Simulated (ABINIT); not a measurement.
Band structure of Ca (Fm-3m, 1 atom in the cell).

```
Ca
1.0
    0.00000     2.85282     2.85282
    2.85282     0.00000     2.85282
    2.85282     2.85282     0.00000
Ca
1
Direct
  0.00000   0.00000   0.00000
```

Method: PBE, PAW (JTH v2.0 PBE PAW) (plane waves; ABINIT).

Settings: pseudos = [Ca.GGA_PBE-JTH.xml]; ecut = 40 Ry; pawecutdg = 80 Ry; pawxcdev = 0; occopt = 7; tsmear = 0.00999582 Ha; ngkpt = 10 10 10; nshiftk = 1; shiftk = 0 0 0; potentials = JTH v2.0 PBE PAW; kptopt = 1; nstep = 100; toldfe1 = 1e-09 Ha.

The starting cell comes from a database of computed structures (which also holds hypothetical and non-ambient phases and stackings), without a prior relaxation at this level. Its lattice was rescaled by a random factor within 2.5 % of one.

Levels in eV from the Fermi level, bands 2 to 9:
```json
[
 {"point": "Γ", "2": "-23.18", "3": "-23.18", "4": "-23.18", "5": "-3.86", "6": "2.21", "7": "2.21", "8": "2.21", "9": "3.16"},
 {"point": "X", "2": "-23.27", "3": "-23.21", "4": "-23.21", "5": "-0.37", "6": "0.62", "7": "0.80", "8": "3.76", "9": "3.93"},
 {"point": "W", "2": "-23.24", "3": "-23.24", "4": "-23.22", "5": "0.25", "6": "0.65", "7": "0.65", "8": "2.33", "9": "3.93"},
 {"point": "K", "2": "-23.25", "3": "-23.23", "4": "-23.21", "5": "0.07", "6": "0.41", "7": "0.73", "8": "3.03", "9": "3.69"},
 {"point": "L", "2": "-23.27", "3": "-23.19", "4": "-23.19", "5": "-0.95", "6": "-0.23", "7": "2.11", "8": "2.11", "9": "3.77"},
 {"point": "U", "2": "-23.25", "3": "-23.23", "4": "-23.21", "5": "0.07", "6": "0.41", "7": "0.73", "8": "3.03", "9": "3.69"}
]
```

Bands cross the Fermi level along this path, so the cell is metallic at this level.
